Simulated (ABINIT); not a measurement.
Parameter sweep on AgSbSeS (P4/mmm, 4 atoms in the cell)

```
CELL_PARAMETERS angstrom
      3.95337     0.00000     0.00000
      0.00000     3.95337     0.00000
      0.00000     0.00000     5.78191
ATOMIC_POSITIONS crystal
  Ag 0.00000 0.00000 0.00000
  Sb 0.50000 0.50000 0.50000
  Se 0.50000 0.50000 0.00000
  S  0.00000 0.00000 0.50000
```

Base run A: LDA (PW92), norm-conserving pseudopotentials (PseudoDojo nc-sr-04 LDA standard) (ABINIT), self-consistent single point.

Its settings: pseudos = [Ag.upf, Sb.upf, Se.upf, S.upf]; ecut = 1170 eV; occopt = 3; tsmear = 0.136 eV; ngkpt = 5 5 3; nshiftk = 1; shiftk = 0 0 0; potentials = PseudoDojo nc-sr-04 LDA standard; nband = 36; kptopt = 1; nstep = 80; tolvrs = 1e-11.

The starting cell comes from a database of computed structures (which also holds hypothetical and non-ambient phases and stackings), without a prior relaxation at this level. In the base run, with a pressure of about -6 GPa the cell is away from its equilibrium volume at this level. The run gives no clean gap (levels at the Fermi energy touch, overlap or are partly filled at this smearing), which alone does not show that the compound is a metal. Without a gap this mesh is coarse (it stands for a supercell whose shortest vector is 17 Å).

ΔF is the free energy per atom less that of run A. 

| run | tsmear, ngkpt | ΔF (meV/atom) | pressure (GPa) | TS (meV/atom) |
|---|---|---|---|---|
| A | 0.136 eV, 5 5 3 | 0.00 | -5.82 | 20.4 |
| B | 0.03 eV, 4 4 3 | 3.7 | -5.96 | 3.1 |
| C | 0.1 eV, 4 4 3 | -5.1 | -5.93 | 14.5 |
| D | 0.3 eV, 4 4 3 | -50.6 | -5.62 | 100.6 |
| E | 0.03 eV, 5 5 3 | 9.5 | -6.01 | 0.6 |
| F | 0.1 eV, 5 5 3 | 4.7 | -5.88 | 11.0 |

Run E against A: The free energy rises by 9.5 meV/atom and the pressure goes from -5.82 to -6.01 GPa.

Run D against A: The free energy goes down by 50.6 meV/atom and the pressure goes from -5.82 to -5.62 GPa.

Run B against A: The free energy goes up by 3.7 meV/atom and the pressure goes from -5.82 to -5.96 GPa.
